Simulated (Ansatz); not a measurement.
Consider a periodic stack without vacuum, rock-salt TiC (1 1 0) on zinc-blende InAs (1 1 0) (film strained to the substrate, started from cuts of the bulks and a machine-learned relaxation; slabs As6In6 and C12Ti12, which can lie off the formulas): substrate slab As6In6, film C12Ti12, surface cells [[0, -1], [1, -1]] and [[1, 0], [1, 2]], film strained by +0.9 and +0.9 %, outermost planes AsIn/AsIn and CTi/CTi as cut, which need not be the usual terminations and can put a slab off its formula. Its start:

```xyz
36
Lattice="4.3739 0.0000 0.0000 4.3739 6.1857 -0.0012 -2.1870 -2.0665 23.1703" Properties=species:S:1:pos:R:3 pbc="T T T"
As     3.2804     0.6598     0.7063
As     5.4674     4.4323     3.1554
As     3.2805     1.5528     5.5625
As     5.4674     4.6197     7.7344
As     3.2805     1.3713    10.0739
As     5.4674     4.2429    12.1843
In     3.2805    -0.2158     3.5607
In     5.4674     2.3233     1.3847
In     3.2805     0.0068     7.7868
In     5.4674     3.1454     5.4889
In     3.2805    -0.3066    12.1626
In     5.4674     2.9310     9.8426
C      3.2805    -0.1138    14.3489
C      3.2805     2.9519    14.4090
C      5.4674     4.5068    15.8478
C      1.0935     1.4024    15.8419
C      3.2805     2.9607    17.4010
C      3.2805    -0.1405    17.4105
C      1.0935     1.4104    18.9202
C      5.4674     4.5011    18.9243
C      3.2804    -0.1356    20.4841
C      3.2805     2.9711    20.4792
C      1.0935    -1.6805    21.9960
C      1.0935     1.4130    21.9393
Ti     3.2805     4.4963    15.8119
Ti     3.2805     1.4121    15.7997
Ti     1.0935    -0.1424    14.4809
Ti     5.4674     2.9766    14.4549
Ti     3.2805     1.4074    18.8702
Ti     3.2805     4.4962    18.8982
Ti     5.4674     2.9475    17.4227
Ti     1.0935    -0.1513    17.4325
Ti    -1.0935    -1.6669    21.8620
Ti     3.2805     1.4292    21.8146
Ti     1.0935    -0.0954    20.4808
Ti     5.4674     2.9269    20.4792
```

The start was prepared with a machine-learned potential, and the result is one local minimum, with the in-plane cell held and forces under 0.04 eV/Å; the film can end far from its bulk form.

All values below come from PBE (plane waves to 420 eV, PAW; Ansatz, a program for electronic structure). Spin–orbit coupling is left out; the runs are not spin-polarised; PBE gaps are too small against experiment. Its k-point mesh 9×5×1, Fermi–Dirac width 0.05 eV.

Q: Predict the relaxed interface.

A: 
- interface area = 27.1 Å²
- period = 22.90 Å
- heights between the nearest atoms of the two slabs at the two interfaces = 2.19 and 1.85 Å
- In–Ti contacts across the interfaces within 1.22 times the sum of covalent radii = 4, mean 3.23 Å
- As–Ti contacts across the interfaces within 1.22 times the sum of covalent radii = 3, mean 2.72 Å
- C–In contacts across the interfaces within 1.22 times the sum of covalent radii = 2, mean 2.23 Å
- As–C contacts across the interfaces within 1.22 times the sum of covalent radii = 1, mean 2.00 Å
